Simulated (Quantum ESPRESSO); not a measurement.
A self-consistent single point of WC (P-6m2, 2 atoms in the cell) with Quantum ESPRESSO.

Computed with PBE, PseudoDojo standard norm-conserving (PBE) pseudopotentials (plane waves; Quantum ESPRESSO).

The change in words: lattice scaled by 0.98. Reference geometry:
```
WC
1.0
    2.90755     0.00000     0.00000
   -1.45377     2.51801     0.00000
    0.00000     0.00000     2.83064
W C
1 1
Direct
  0.00000   0.00000   0.00000
  0.66667   0.33333   0.50000
```

Reference input (self-consistent single point, DFT, PBE, plane waves, PseudoDojo standard norm-conserving (PBE) pseudopotentials): ecutwfc = 85 Ry; occupations = smearing; smearing = fermi-dirac; degauss = 0.0099958 Ry; potentials = {W: W.upf, C: C.upf}; K_POINTS = automatic 13 13 12 0 0 0; conv_thr = 1e-10 Ry; mixing_beta = 0.4. This run's input differs from it in these lines:

```diff
@@ -10,4 +10,4 @@
   ibrav = 4,
-  celldm(1) = 5.494470980,
-  celldm(3) = 0.97354788064,
+  celldm(1) = 5.384581782,
+  celldm(3) = 0.97354775643,
   nat = 2,
@@ -28,3 +28,3 @@
 W     0.000000000    0.000000000    0.000000000
-C     1.453774414    0.839337049    1.415319000
+C     1.424698985    0.822550342    1.387012500
 K_POINTS {automatic}
```

Output, abridged:

```
     Self-consistent Calculation

     iteration #  1     ecut=    85.00 Ry     beta= 0.40

     total energy              =    -163.63273012 Ry
     estimated scf accuracy    <       0.44396654 Ry

     iteration #  2     ecut=    85.00 Ry     beta= 0.40

     total energy              =    -163.75680916 Ry
     estimated scf accuracy    <       0.03935421 Ry

     iteration #  3     ecut=    85.00 Ry     beta= 0.40

     total energy              =    -163.76350909 Ry
     estimated scf accuracy    <       0.00238472 Ry

   [... 6 blocks of this kind left out ...]

     iteration # 10     ecut=    85.00 Ry     beta= 0.40

     total energy              =    -163.76396516 Ry
     estimated scf accuracy    <          2.8E-10 Ry

     iteration # 11     ecut=    85.00 Ry     beta= 0.40
     End of self-consistent calculation

     Number of k-points >= 100: set verbosity='high' to print the bands.

     the Fermi energy is    22.0889 ev

!    total energy              =    -163.76396516 Ry
     estimated scf accuracy    <          3.3E-11 Ry
     smearing contrib. (-TS)   =      -0.00126499 Ry
     internal energy E=F+TS    =    -163.76270017 Ry

     convergence has been achieved in  11 iterations

     Forces acting on atoms (cartesian axes, Ry/au):

     atom    1 type  1   force =    -0.00000000   -0.00000000    0.00000000
     atom    2 type  2   force =     0.00000000    0.00000000    0.00000000

     Total force =     0.000000     Total SCF correction =     0.000000

          total   stress  (Ry/bohr**3)                   (kbar)     P=      348.80
   0.00224166   0.00000000   0.00000000          329.76        0.00        0.00
   0.00000000   0.00224166   0.00000000            0.00      329.76        0.00
   0.00000000   0.00000000   0.00262995            0.00        0.00      386.88

   JOB DONE.
```

The run converged in 11 iterations. Against the reference run the free energy rises by 76.2 meV/atom and the pressure goes from 6.49 to 34.88 GPa.

The starting cell comes from a database of computed structures (which also holds hypothetical and non-ambient phases and stackings), without a prior relaxation at this level. Its lattice was rescaled by a random factor within 2.5 % of one. For this run, on top of that: lattice scaled by 0.98. Spin polarisation is off. With a pressure of about 35 GPa the cell is away from its equilibrium volume at this level.

Cost on one core of a shared machine: roughly 70 s.
